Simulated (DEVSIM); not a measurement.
System: TaN/Al2O3/n-Si capacitor, at 300 K.

```tsv
layer (left to right)	material	thickness (nm)	Nd (cm⁻³)
1	Al2O3	3.90	-
2	Si	570	1e18
```

Metal gate on the left, work function 4.4 eV. Fixed charge at the semiconductor interface -1.4e11 cm⁻² (in units of +e); no interface traps.

The device is made up for the run: typed textbook-type constants, with dimensions and the other settings drawn at random. Values at 300 K; Nc and Nv go as T^1.5, mobilities as T to minus their exponent, the gap by Varshni's rule with the affinity fixed.

```csv
parameter,Al2O3,Si
gap (eV),6.8,1.124
affinity (eV),1.35,4.05
permittivity,9,11.7
Nc (cm⁻³),-,2.86e19
Nv (cm⁻³),-,3.1e19
Varshni α (eV/K),-,0.000473
Varshni β (K),-,636
```

Simulated with DEVSIM: 1D Poisson equation in equilibrium, Boltzmann statistics, complete ionisation; no quantum confinement or tunnelling. Metal contacts follow the ideal Schottky-Mott rule: no Fermi-level pinning, no interface dipoles.

The temperature was swept, all else fixed.

```
temperature (K)  threshold voltage (band bending 2φF) (V)  flat-band voltage (V)  minimum of the low-frequency capacitance (μF/cm²)
---------------  ----------------------------------------  ---------------------  -------------------------------------------------
250                                                 -0.99                   0.29                                              0.271
300                                                 -0.95                   0.27                                              0.281
350                                                 -0.91                   0.25                                              0.295
400                                                 -0.86                   0.23                                              0.307
450                                                 -0.81                   0.21                                              0.328
500                                                 -0.76                   0.18                                              0.344
```

From the first row to the last the threshold voltage (band bending 2φF) goes from -0.99 to -0.76. From the first row to the last the flat-band voltage goes from 0.29 to 0.18.
